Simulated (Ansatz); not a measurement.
An Ansatz (a first-principles code) input (PBE/PAW in Ansatz, no spin-orbit coupling, earlier PAW set):

Ansatz 0.2 input:
```yaml
crystal:
  lattice:
    - [0, 3.3304525657, 3.3304525657]
    - [3.3304525657, 0, 3.3304525657]
    - [3.3304525657, 3.3304525657, 0]
  atoms:
    - { symbol: W, position: [0, 0, 0] }
    - { symbol: Te, position: [0.25, 0.25, 0.25] }
    - { symbol: Te, position: [0.75, 0.75, 0.75] }
basis: { ecutwfc: 420, ecutrho_ratio: 4, xc_grid: 2, fft_grid_basis: typed }
kpoints: { mp_grid: { grid: [12, 12, 12] } }
hamiltonian:
  xc: pbe
  dispersion: none
  pseudopotentials: { azcp: { folder: ./paw }, kind: paw }
scf: { occupations: { method: fermi_dirac, width: 0.05 }, convergence: { dr2_threshold: 0.0000000003 } }
output: { forces: true, stress: true }
checkpoint: { write: state.ck, write_every: 1000 }
```

Q: Which symmetry and how many k-points will the program report, and about how many plane waves at Γ?

A: Space group Fm-3m (ITA 225) with 48 operations, k-points 72 of 1728, and 1459 plane waves at Γ.

Stability against distortions was not tested. All final runs are without spin polarisation. The cell is WTe2 (space group Fm-3m, No. 225; a hypothetical phase, not in the database extracts checked). WTe2 has a high density of states at the Fermi level and may be magnetic at this level.
